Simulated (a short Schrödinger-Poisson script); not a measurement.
Symmetric double-gate stack, SiO2 on p-type Si(111)

Structure: symmetric double-gate stack, SiO2 on p-type Si(111), at 300 K.

| layer | material | thickness (nm) | Na (cm⁻³) |
|---|---|---|---|
| 1 | SiO2 | 3.9 | - |
| 2 | Si | 2 | 1e18 |
| 3 | SiO2 | 3.9 | - |

Constants are typed, rounded textbook-type inputs, not results; the design itself was drawn at random and stands for no fabricated device. SiO2: permittivity 3.9, conduction-band edge (eV) 3.15, gap (eV) 9, electron mass (mₑ) 0.5. Si: permittivity 11.7, conduction-band edge (eV) 0, gap (eV) 1.124, Nv at 300 K (cm⁻³) 3.1e19.

Channel valleys (confinement mass, in-plane density-of-states mass, number): Δ6 0.258, 0.358, 6. At the gates, both at one voltage, the conduction-band edge of layer 1 lies 3.75 eV − eVg above the Fermi level of the channel. Gaps are held at their typed values at every temperature. Mesh 0.03 nm at interfaces.

From a short Schrödinger-Poisson script (our own, NumPy): 1D Poisson equation in equilibrium, electrons quantum, Hartree (BenDaniel-Duke, 12 states a valley, the channel's in-plane mass for all, wave functions ending at the dielectric), parabolic valleys, classical holes, full ionisation, no traps, pinning or gate leakage.

```
Vg (V)  electrons (cm⁻²)  C (μF/cm²)  Δ6 E0 (meV)  Δ6 E1 (meV)
------  ----------------  ----------  -----------  -----------
0.75              2.79e9      0.0174        233.3       1325.1
1.05             1.45e12        1.41         70.9       1161.2
1.35             4.30e12        1.58         41.2       1128.8
1.65             7.29e12        1.62         25.8       1110.4
1.95             1.03e13        1.63         14.9       1096.6
2.25             1.34e13        1.64          6.4       1085.1
2.55             1.65e13        1.65         -0.9       1074.9
2.85             1.96e13        1.65         -7.3            -
```

Gate voltages with under 1e6 electrons/cm² are left out.

Subbands count from the Fermi level; a dash marks a level above the dielectric's band edge. The capacitance is that of both gates.
